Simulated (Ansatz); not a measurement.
Input and output of a zone-centre phonon calculation for MoPt₂ (Immm, 3 atoms in the cell) (Ansatz, a quantum-chemistry and plane-wave program).

Level of theory: LDA (PW92), default PAW files made with PBE (plane waves; Ansatz).

```yaml
crystal:
  lattice:
    - [-1.38564, 1.99198, 4.17727]
    - [1.38564, -1.99198, 4.17727]
    - [1.38564, 1.99198, -4.17727]
  atoms:
    - { symbol: Mo, position: [0.00000, 0.00000, 0.00000] }
    - { symbol: Pt, position: [0.66334, 0.66334, 0.00000] }
    - { symbol: Pt, position: [0.33666, 0.33666, 0.00000] }
```

Reference input (self-consistent single point, DFT, LDA (PW92), plane waves, default PAW files made with PBE): basis.ecutwfc = 420 eV; kpoints.mp_grid.grid = 12 12 12; hamiltonian.xc = lda; hamiltonian.pseudopotentials = {kind: paw} (the program's default PAW files); scf.occupations.method = gaussian; scf.occupations.width = 0.1 eV. This run's input differs from it in these lines:

Ansatz 0.2 input:
```diff
@@ -13,3 +13,3 @@
   mp_grid:
-    grid: [12, 12, 12]
+    grid: [11, 11, 11]
 hamiltonian:
@@ -22,6 +22,4 @@
     width: 0.1 eV
-output:
-  forces: true
-  eigenvalues: true
-  stress: true
+phonons:
+  method: dfpt
```

Log, with long lists cut:

```
SCF iter   1: F=—  HF=-29333.978743 eV  |F-HF|=—  |Δ(HF+E_count)|=         —  Δρ=7.84e-3  dr2=1.13e-2  ethr=1.77e-3  ⟨swp⟩=5.3  Hψ=23417  notcnv=0
all-band conjugate gradients solve this SCF's bands
preconditioner: auto → Kerker (q_TF=auto, 2.765 Å⁻¹)
SCF iter   2: F=—  HF=-29333.979019 eV  |F-HF|=—  |Δ(HF+E_count)|=   2.76e-4  Δρ=4.22e-3  dr2=2.91e-3  ethr=2.26e-5  ⟨swp⟩=1.8  Hψ=9718  notcnv=0
   [... lines left out ...]
SCF iter   6: F=—  HF=-29333.978532 eV  |F-HF|=—  |Δ(HF+E_count)|=   7.08e-8  Δρ=5.09e-6  dr2=1.14e-8  ethr=4.74e-10  ⟨swp⟩=2.0  Hψ=8947  notcnv=0
SCF iter   7: F=—  HF=-29333.978532 eV  |F-HF|=—  |Δ(HF+E_count)|=   1.80e-9  Δρ=1.05e-6  dr2=3.19e-10  ethr=2.27e-11  ⟨swp⟩=2.0  Hψ=9012  notcnv=0
SCF iter   8: F=—  HF=-29333.978532 eV  |F-HF|=—  |Δ(HF+E_count)|=  3.64e-11  Δρ=2.05e-7  dr2=1.53e-11  ethr=1.00e-12  ⟨swp⟩=2.2  Hψ=11697  notcnv=0
SCF iter   9: F=-29333.978532 eV  HF=-29333.978532 eV  |F-HF|=7.28e-12  |Δ(HF+E_count)|=    0.00e0  Δρ=5.24e-8  dr2=1.72e-12  ethr=1.00e-12  ⟨swp⟩=6.3  Hψ=27411  notcnv=0
SCF 1 converged in 9 iterations: F = -29333.978532 eV  dr2 = 1.72e-12
DFPT response loops at Γ: preconditioner auto → Kerker (q_TF=auto, 2.765 Å⁻¹) (partly filled bands, converged f_vac=0.000) …
Free energy (F): -29333.978532 eV
Internal energy: -29333.969818 eV  (E = F + TS)
E sigma→0 (E₀):  -29333.974175 eV
Entropy (-TS):   -0.008715 eV (-2.905 meV/atom)
Fermi energy:    22.345493 eV
--- Phonons (Γ-DFPT): 6 representative perturbations + reference, on 216 of 1331 k-points (Σ response iterations 18) ---
  k mesh reduced under 4 symmetry operations, with k and −k counted as one. Each operation leaves every solved displacement unchanged or reverses it
  ASR residual: 2.777e-5 → 0.000e0 eV/Å²; symmetrization residual: 2.928e-5 eV/Å²
  ASR residual per site (eV/Å²): 2.78e-5 4.86e-6 4.86e-6
  Γ frequencies (cm⁻¹): 0.00 0.00 0.00 99.67 137.08 142.03 145.95 161.43 167.58
  non-analytic LO–TO correction: not included (Born effective charges unavailable; polar crystals: no LO–TO splitting at Γ)
```

The run converged in 9 iterations. 

Summary of the result:
* **Free energy E − TS (on the zero of these files)**: -29333.9785 eV
* **Fermi level (on the code's own zero)**: 22.35 eV
* **Zone-centre frequencies (cm⁻¹; negative means imaginary)**: 0, 0, 0, 100, 137, 142, 146, 161, 168

The starting cell comes from a database of computed structures (which also holds hypothetical and non-ambient phases and stackings), without a prior relaxation at this level. Its lattice was rescaled by up to half a per cent. Spin polarisation is off.

Cost on one core of a shared machine: roughly 3 min.
